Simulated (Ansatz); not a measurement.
Functionals compared on NH2 on the 1x1 (110) surface of bcc Mo, one in a 2x2 cell, started at the site 'bridge Mo-Mo (span 2.7 Å)', in Ansatz (plane waves, PAW). The structure was relaxed with PBE; the other rows are single points on it, each with its references at the same level. Cutoff 420 eV (500 eV for r2SCAN).

Model: 19-atom slab, 6.5 Å thick at the start under the adsorbate (thin: gaps and levels are the slab's own), 6x6x1 mesh, Fermi-Dirac 0.1 eV, dipole correction, 8 atoms held, the rest relaxed; symmetry of the start imposed; no spin, no spin-orbit, no U, no dispersion correction. At the end it is bonded to 2 Mo. In PBE it is, or lies within 0.03 eV of, the lowest of the starts that converged. These notes are the PBE run's. Adsorption energies are against NH3(g) − ½ H2(g). A negative adsorption energy means that the adsorbate is more stable on the surface than in its reference.

| functional | adsorption energy (eV) | work function of the top face (eV) | change of the work function (eV) | rough cost of the single point |
|---|---|---|---|---|
| PBE | -0.97 | 3.41 | -1.18 | – |
| RPBE | -0.74 | 3.29 | -1.15 | around 4 core-minutes (rough) |
| r2SCAN | … | … | … | roughly 8 core-minutes |

### Question
Some entries are withheld; supply them.

### Answer

- r2SCAN, adsorption energy (eV): -1.14
- r2SCAN, work function of the top face (eV): 3.40
- r2SCAN, change of the work function (eV): -1.23

Ansatz is an electronic-structure program.
